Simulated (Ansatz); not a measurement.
Mg3PN (model structure, started from the cubic perovskite type, Pm-3m, No. 221, 5 atoms in the cell) was calculated with PBE0 (Ansatz, a first-principles code, PAW).

Settings: plane-wave cutoff 460 eV, 6×6×6 k mesh, Fermi–Dirac smearing 0.01 eV, scalar-relativistic PAW data made under PBE.

Cell (relaxed with PBEsol):

```
Mg3NP
1.0
    4.15218     0.00000     0.00000
    0.00000     4.15218     0.00000
    0.00000     0.00000     4.15218
P N Mg
1 1 3
Direct
  0.00000   0.00000   0.00000
  0.50000   0.50000   0.50000
  0.00000   0.50000   0.50000
  0.50000   0.50000   0.00000
  0.50000   0.00000   0.50000
```

Q: What does this level give for the band gap?

A: 
band gap: 3.16 eV (on the SCF k mesh) (direct)

Note: the relaxation could raise the start's symmetry but not lower it, so the cell can be a saddle point; cell and atoms aren't relaxed at this level (pressure -0.3 GPa).

A model structure was made by putting elements into a prototype or built by hand; it is no filed structure, need not be a known phase, and can be a saddle point held by its symmetry.
